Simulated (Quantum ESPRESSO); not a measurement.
A self-consistent single point of MnPt3 (Pm-3m, 4 atoms in the cell) with Quantum ESPRESSO.

Method of the run: LDA (PZ), GBRV 1.5 ultrasoft (LDA) pseudopotentials (plane waves; Quantum ESPRESSO).

```xyz
4
Lattice="3.9575 0.0000 0.0000 0.0000 3.9575 0.0000 0.0000 0.0000 3.9575" Properties=species:S:1:pos:R:3 pbc="T T T"
Mn     0.0000     0.0000     0.0000
Pt     0.0000     1.9788     1.9788
Pt     1.9788     0.0000     1.9788
Pt     1.9788     1.9788     0.0000
```
Moments meant for the start (each program seeds them in its own way; μB, in the order of the atoms Mn Pt Pt Pt): 4.0 0.0 0.0 0.0.

Reference input (self-consistent single point, DFT, LDA (PZ), plane waves, GBRV 1.5 ultrasoft (LDA) pseudopotentials): ecutwfc = 50 Ry; ecutrho = 400 Ry; occupations = smearing; smearing = fermi-dirac; degauss = 0.0073499 Ry; nspin = 2; potentials = {Mn: mn_lda_v1.5.uspp.F.UPF, Pt: pt_lda_v1.4.uspp.F.UPF}; K_POINTS = automatic 9 9 9 0 0 0; conv_thr = 1e-10 Ry; mixing_beta = 0.5. This run's input differs from it in these lines:

```diff
@@ -34,3 +34,3 @@
 K_POINTS {automatic}
-9 9 9  0 0 0
+5 5 5  0 0 0
```

Log, with long lists cut:

```
     Self-consistent Calculation

     iteration #  1     ecut=    50.00 Ry     beta= 0.50

     negative rho (up, down):  2.642E-01 2.620E-01

     total energy              =    -842.19033861 Ry
     estimated scf accuracy    <       4.40372024 Ry

     total magnetization       =     3.65 Bohr mag/cell
     absolute magnetization    =     3.70 Bohr mag/cell

     iteration #  2     ecut=    50.00 Ry     beta= 0.50

     negative rho (up, down):  2.666E-01 2.646E-01

     total energy              =    -841.17405417 Ry
     estimated scf accuracy    <      15.76925157 Ry

     total magnetization       =     0.61 Bohr mag/cell
   [... lines left out ...]

     total energy              =    -843.65965940 Ry
     estimated scf accuracy    <          3.2E-10 Ry

     total magnetization       =     4.17 Bohr mag/cell
     absolute magnetization    =     4.33 Bohr mag/cell

     iteration # 16     ecut=    50.00 Ry     beta= 0.50

     negative rho (up, down):  2.668E-01 2.622E-01

     Magnetic moment per site  (integrated on atomic sphere of radius R)
     atom   1 (R=0.292)  charge= 13.7056  magn=  3.7278
     atom   2 (R=0.292)  charge= 14.1092  magn=  0.1334
     atom   3 (R=0.292)  charge= 14.1092  magn=  0.1334
     atom   4 (R=0.292)  charge= 14.1092  magn=  0.1334
     End of self-consistent calculation

     the Fermi energy is    19.2318 ev

!    total energy              =    -843.65965940 Ry
     estimated scf accuracy    <          3.4E-11 Ry
     smearing contrib. (-TS)   =      -0.01103293 Ry
     internal energy E=F+TS    =    -843.64862647 Ry

     total magnetization       =     4.17 Bohr mag/cell
     absolute magnetization    =     4.33 Bohr mag/cell

     convergence has been achieved in  16 iterations

     negative rho (up, down):  2.668E-01 2.622E-01

     Forces acting on atoms (cartesian axes, Ry/au):

     atom    1 type  1   force =     0.00000000    0.00000000    0.00000000
   [... zero for the other atoms too ...]

     Total force =     0.000000     Total SCF correction =     0.000000

     negative rho (up, down):  2.668E-01 2.622E-01
          total   stress  (Ry/bohr**3)                   (kbar)     P=     -190.78
  -0.00129692   0.00000000   0.00000000         -190.78        0.00        0.00
   0.00000000  -0.00129692   0.00000000            0.00     -190.78        0.00
   0.00000000   0.00000000  -0.00129692            0.00        0.00     -190.78

   JOB DONE.
```

The run converged in 16 iterations. Against the reference run the free energy goes up by 11.6 meV/atom, the pressure goes from -19.39 to -19.08 GPa and the size of the net moment moves little (1.05 to 1.04 μB/atom).

The starting cell comes from a database of computed structures (which also holds hypothetical and non-ambient phases and stackings), without a prior relaxation at this level. Its lattice was rescaled by a random factor within 2.5 % of one. With one magnetic atom in the cell only a parallel order is possible. With a pressure of about -19 GPa the cell is away from its equilibrium volume at this level.

Cost on one core of a shared machine: roughly 60 s.
